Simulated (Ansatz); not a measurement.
**Response to strain in Sn**

Consider Sn in the diamond structure (space group Fd-3m, No. 227; a = 6.5402 Å; relaxed with 0.1 eV smearing).

Strains are applied to the cell and any free atomic positions relax.

Calculations: Kohn–Sham DFT with the PBEsol functional, run in Ansatz (an electronic-structure program) with PAW and 420 eV plane waves, without spin-orbit coupling.

| isotropic strain (%) | pressure (GPa) |
|---|---|
| -3 | 4.7 |
| -2.5 | 3.8 |
| -2 | 2.9 |
| -1.5 | 2.1 |
| -1 | 1.4 |
| 0 | 0.0 |
| 0.5 | -0.6 |
| 1.5 | ? |
| 3 | -3.0 |

### Question
Fit P = P₀ − Bδ + Cδ² with δ = (1 + ε)³ − 1 to the rows shown and predict the withheld row.

### Answer
Least squares on the printed values gives P₀ = 0.0 GPa, B = 43.2 GPa, C = 119 GPa (largest residual 0.0 GPa); this predicts -1.7 GPa, and the run gives -1.7 GPa, in agreement.

Whether these cells are dynamically stable was not tested.
